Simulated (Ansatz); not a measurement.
System: AlCl3 (C2/m, No. 12). Method: LDA in Ansatz (plane waves, PAW).

Settings: plane-wave cutoff 500 eV, 6×6×6 k mesh, gaussian smearing 0.02 eV, scalar-relativistic PAW data made under PBE.

Computed at the level's own relaxed cell.

**Question.** What does this level give for the volume per atom and band gap?

**Answer.** 
- volume per atom = 20.99 Å³/atom
- band gap = 4.91 eV (on the SCF k mesh)

Computed values are for the static lattice.

It cost very roughly 3 core-minutes of CPU time.

Ansatz is an electronic-structure program.
